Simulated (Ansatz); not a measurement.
Spacing of the highest filled and lowest empty level at the zone centre in eight small model glasses of hand-chosen composition and density, fast-quenched (anions pushed apart in CHGNet runs), each at its PBE geometry, by PBE and by HSE06 (Ansatz, a quantum-chemistry and plane-wave program, plane waves, PAW). The cells are the first eight to finish that balance their formal charges, show no moments and no lower geometry on charging where those were tested, and have a gap at both levels; defect levels can set the spacings, and exact exchange is cut at the cells' faces.

```json
[
 {"cell": "Si30N41Ga", "quench by": "CHGNet", "pressure (GPa)": "-0.6", "levels at the gap": "localised at the filled edge", "PBE (eV)": "2.72", "experiment, tabulated (eV)": "-"},
 {"cell": "Ga24O39Lu2", "quench by": "CHGNet", "pressure (GPa)": "-3.8", "levels at the gap": "localised at the filled edge", "PBE (eV)": "1.54", "experiment, tabulated (eV)": "-"},
 {"cell": "Hf18O37Cu2", "quench by": "CHGNet", "pressure (GPa)": "0.8", "levels at the gap": "localised at the filled edge", "PBE (eV)": "1.92", "experiment, tabulated (eV)": "-"},
 {"cell": "Hf18O37K2", "quench by": "CHGNet", "pressure (GPa)": "0.8", "levels at the gap": "localised at the filled edge", "PBE (eV)": "3.87", "experiment, tabulated (eV)": "-"},
 {"cell": "Al28O44Hf", "quench by": "CHGNet", "pressure (GPa)": "0.1", "levels at the gap": "spread", "PBE (eV)": "3.71", "experiment, tabulated (eV)": "-"},
 {"cell": "In24O37Sr", "quench by": "CHGNet", "pressure (GPa)": "0.1", "levels at the gap": "localised at the filled edge", "PBE (eV)": "0.62", "experiment, tabulated (eV)": "-"},
 {"cell": "Hf18O37Li2", "quench by": "CHGNet", "pressure (GPa)": "1.3", "levels at the gap": "spread", "PBE (eV)": "4.20", "experiment, tabulated (eV)": "-"},
 {"cell": "Si24O49Cu2", "quench by": "CHGNet", "pressure (GPa)": "0.0", "levels at the gap": "localised at the filled edge", "PBE (eV)": "2.76", "experiment, tabulated (eV)": "-"}
]
```

Q: What does HSE06 give, and how does it move these values against PBE?

A: Si30N41Ga 4.07, Ga24O39Lu2 3.21, Hf18O37Cu2 3.34, Hf18O37K2 5.39, Al28O44Hf 5.44, In24O37Sr 2.02, Hf18O37Li2 5.77, Si24O49Cu2 4.42 eV. It raises them by +1.36 to +1.73 eV, +1.54 eV on average. A straight line through the eight gives HSE06 = 1.04 × PBE +1.43 eV, with a scatter of 0.12 eV.
